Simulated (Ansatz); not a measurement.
The starting structures come from a database of crystals and need not be the phases stable at ambient conditions.

 Where the default PAW files enter, the runs use the earlier of Ansatz's two default sets.

Inside the gap of an insulator the Bloch states are evanescent, with a wavenumber k + iκ along the transport direction.

Here is the system:

```
Ag2S
1.0
    4.22178     0.00000     0.00000
    0.00000     7.40480     0.00000
    1.57213     0.00000     3.93090
Ag S
4 2
Direct
  0.88611   0.75000   0.89597
  0.11389   0.25000   0.10403
  0.50000   0.00000   0.50000
  0.50000   0.50000   0.50000
  0.27249   0.75000   0.28478
  0.72751   0.25000   0.71522
```

Space group of this cell: P2_1/m. The cell is taken as given; by PBEsol its mean pressure is -3.1 GPa.

Transport runs along the normal of the first two printed cell vectors.

The gap is the functional's own, uncorrected, and κ follows it; spin-orbit coupling is left out. Mid-gap values are interpolated between the computed energies.

### Question
Estimate the band gap and the smallest decay constant κ at mid-gap that PBEsol (Ansatz, a first-principles code) returns for this system.

### Answer
Gap 1.10 eV on a 8×4×8 mesh; κ = 0.124 1/Å, at the zone centre.
